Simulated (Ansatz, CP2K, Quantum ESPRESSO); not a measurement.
Code comparison for La3GaBr3 (Pm-3m, 7 atoms in the cell)

Self-consistent single point.

```
CELL_PARAMETERS angstrom
      6.13658     0.00000     0.00000
      0.00000     6.13658     0.00000
      0.00000     0.00000     6.13658
ATOMIC_POSITIONS crystal
  La 0.00000 0.50000 0.50000
  La 0.50000 0.00000 0.50000
  La 0.50000 0.50000 0.00000
  Ga 0.50000 0.50000 0.50000
  Br 0.00000 0.00000 0.50000
  Br 0.50000 0.00000 0.00000
  Br 0.00000 0.50000 0.00000
```

Shared settings, as Ansatz (a program for electronic structure) writes them: kpoints.mp_grid.grid = 3 3 3; scf.occupations.method = gaussian; scf.occupations.width = 0.136 eV. Potentials and cutoffs stand in the table.

```tsv
code	model	pressure (GPa)	cutoff
Quantum ESPRESSO	LDA (PZ), PseudoDojo standard norm-conserving (PBE) pseudopotentials	-3.49	110 Ry
CP2K	LDA (Pade form), GPW, DZVP-MOLOPT-SR-GTH basis, GTH-PADE potentials (GTH_POTENTIALS)	-3.10	grid 600 Ry
Ansatz	LDA (PW92), PAW files made with PBE	-3.52	default
```

The spread over the programs that give each value: pressure within 0.42 GPa.

CP2K uses small atom-centred bases, whose incompleteness enters pressures, forces and empty levels differently from a plane-wave cutoff. Ansatz's pressure is given at a fixed set of plane waves, as the other plane-wave codes print theirs. The same LDA comes in different parametrisations, which differ slightly.

The shared mesh is coarse (it stands for a supercell whose shortest vector is 18 Å), so the values are not converged in it.

The starting cell comes from a database of computed structures (which also holds hypothetical and non-ambient phases and stackings), without a prior relaxation at this level.

Left out of this page: Elk (not drawn, or without a comparable value).

Keys are those of Ansatz 0.2.
